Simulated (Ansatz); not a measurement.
C11b WSi2

The numbers are results of PBE in Ansatz (PAW), not measurements.

Numerical settings: plane-wave cutoff 520 eV, 24×24×24 k mesh, Fermi–Dirac smearing 0.05 eV, no spin polarisation, scalar-relativistic PAW data made under PBE.

Cell (relaxed at this level):

```
WSi2
1.0
   -1.61451     1.61451     3.93371
    1.61451    -1.61451     3.93371
    1.61451     1.61451    -3.93371
Si W
2 1
Direct
  0.66545   0.66545   0.00000
  0.33455   0.33455   0.00000
  0.00000   0.00000   0.00000
```

```yaml
bulk modulus B0: 217 GPa
band_gap: zero (no gap)
pressure derivative B′ of the bulk modulus: 4.4
```

Note: the bulk modulus comes from volumes at which shape and atoms were relaxed.

Spin–orbit coupling is not included.

Static lattice: no zero-point or thermal effects.

Ansatz is a program for electronic structure.
